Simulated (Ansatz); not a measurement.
Given:

```
Cu
1.0
    2.54517     0.00000     0.00000
    0.00000     2.54517     0.00000
    1.27258    -1.27258     1.75646
Cu
1
Direct
  0.00000   0.00000   0.00000
```

No spin polarisation.

Level of theory: plane-wave PAW DFT at the PBEsol level (Ansatz, an electronic-structure program, 420 eV), scalar-relativistic without spin-orbit coupling. k-mesh 32×32×32 (Γ-centred); smearing 0.1 eV (Fermi–Dirac).

Task: What is the computed band gap?

Result: Zero.

Task: Predict the pressure (mean of the normal stresses, compression positive).

Result: -0.9 GPa.

Task: Predict the space group.

Result: I4/mmm (No. 139).

The cells carry an imposed strain or load. Whether these cells are dynamically stable was not tested. The final runs are not spin-polarised. The cell was made from Cu in the fcc (Cu type) structure (space group Fm-3m, No. 225) by this change: biaxial strain +1.00 %, plane normal [001], relaxed out of plane.
